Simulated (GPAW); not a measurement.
A working GPAW input for LiZn2 (Fd-3m, 12 atoms in the cell) (DFT PBEsol, plane waves, GPAW PAW datasets PBEsol (made by gpaw-setup)):

```python
from ase import Atoms
from ase.units import GPa
from gpaw import GPAW, PW

atoms = Atoms(['Li', 'Li', 'Li', 'Li', 'Zn', 'Zn', 'Zn', 'Zn', 'Zn', 'Zn', 'Zn', 'Zn'],
              cell=[[0.000000, 4.859344, 4.859344],
                    [4.859344, 0.000000, 4.859344],
                    [4.859344, 4.859344, 0.000000]],
              scaled_positions=[[0.125000, 0.125000, 0.125000],
                                [0.625000, 0.125000, 0.125000],
                                [0.125000, 0.125000, 0.625000],
                                [0.125000, 0.625000, 0.125000],
                                [0.401910, 0.401910, 0.401910],
                                [0.455730, 0.848090, 0.848090],
                                [0.401910, 0.401910, 0.794270],
                                [0.848090, 0.455730, 0.848090],
                                [0.794270, 0.401910, 0.401910],
                                [0.848090, 0.848090, 0.848090],
                                [0.401910, 0.794270, 0.401910],
                                [0.848090, 0.848090, 0.455730]],
              pbc=True)

calc = GPAW(mode=PW(850),
            xc='PBEsol',
            kpts=(3, 3, 3),
            occupations={'name': 'methfessel-paxton', 'width': 0.1, 'order': 0},
            nbands=-20,
            symmetry={'symmorphic': False, 'tolerance': 0.0005},
            maxiter=150)

atoms.calc = calc

energy = atoms.get_potential_energy()
print('Energy (eV):', round(energy, 6))
forces = atoms.get_forces()
print('Forces (eV/Ang):')
print(forces.round(5))
stress = atoms.get_stress()
print('Stress (GPa, Voigt):', (stress / GPa).round(4))
```

The run converged in 18 iterations: free energy E − TS (from the program's reference atoms) -18.8007 eV; Fermi level (on the code's own zero) 2.73 eV; pressure -3.84 GPa; largest force (vector length) 0.313 eV/Å. Each of these slips is then made, one at a time:

(1)
```diff
-            kpts=(3, 3, 3),
```

(2)
```diff
-            xc='PBEsol',
+            xc='WC',
```

Problem. How does each altered input end?

Solution. 
(1) A single k-point for a small metallic cell. The run converged in 21 iterations without an error; against the sound input the free energy rises by 172 meV/atom, the pressure goes from -3.84 to -5.16 GPa and the largest force goes from 0.313 to 1.950 eV/Å.

(2) A functional for which no datasets are installed. The program stopped before any SCF iteration, with the message: FileNotFoundError: Could not find required PAW dataset file "Li.WC"..

The starting cell comes from a database of computed structures (which also holds hypothetical and non-ambient phases and stackings), without a prior relaxation at this level. Its lattice was rescaled by a random factor within 2.5 % of one. In the base run, with a pressure of about -4 GPa the cell is away from its equilibrium volume at this level.

Left out of this page: 3 runs of the series outside the window shown, repeating another row's setting, or not comparable.
